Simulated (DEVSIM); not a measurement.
Structure: Co/SiO2/p-Si capacitor, at 300 K.

```
layer (left to right)  material  thickness (nm)  Na (cm⁻³)
---------------------  --------  --------------  ---------
1                          SiO2            30.0          -
2                            Si             550     1.1e18
```

Metal gate on the left, work function 5 eV. Fixed charge at the semiconductor interface 7.9e10 cm⁻² (in units of +e); no interface traps.

The device is made up for the run: typed textbook-type constants, with dimensions and the other settings drawn at random. Values at 300 K; Nc and Nv go as T^1.5, mobilities as T to minus their exponent, the gap by Varshni's rule with the affinity fixed.

```tsv
parameter	SiO2	Si
gap (eV)	9	1.124
affinity (eV)	0.9	4.05
permittivity	3.9	11.7
Nc (cm⁻³)	-	2.86e19
Nv (cm⁻³)	-	3.1e19
Varshni α (eV/K)	-	0.000473
Varshni β (K)	-	636
```

Model (solved in DEVSIM): 1D Poisson equation in equilibrium, Boltzmann statistics, complete ionisation; no quantum confinement or tunnelling. Metal contacts follow the ideal Schottky-Mott rule: no Fermi-level pinning, no interface dipoles.

The temperature was swept, all else fixed.

| temperature (K) | flat-band voltage (V) | minimum of the low-frequency capacitance (μF/cm²) |
|---|---|---|
| 250 | -0.23 | 0.0852 |
| 300 | -0.20 | 0.0862 |
| 350 | -0.16 | 0.0873 |
| 400 | -0.13 | 0.0883 |
| 450 | -0.09 | 0.0896 |
| 500 | -0.05 | 0.0910 |

From the first row to the last the flat-band voltage goes from -0.23 to -0.05. From the first row to the last the minimum of the low-frequency capacitance goes from 0.0852 to 0.0910.
